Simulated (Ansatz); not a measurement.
We consider TmAu2 (I4/mmm, No. 139), described by r²SCAN (PAW; Ansatz, a first-principles code).

Numerical settings: plane-wave cutoff 500 eV, 22×22×22 k mesh, Fermi–Dirac smearing 0.1 eV, spin-polarised start, scalar-relativistic PAW data made under PBE.

Computed at the level's own relaxed cell.

Problem. What does this level give for the volume per atom, lattice parameter a and c axis length?

Solution. 
* **volume per atom**: 20.63 Å³/atom
* **lattice parameter a**: 3.708 Å
* **c axis length**: 9.001 Å

Note: the magnetic order was assumed, not searched for or taken from measurement; the 4f shell is treated without U or exact exchange, so its levels and filling can be wrong.

Spin–orbit coupling is not included; it can shift volumes and moduli of such heavy elements.

Static lattice: no zero-point or thermal effects.

It cost very roughly 100 core-minutes of CPU time.
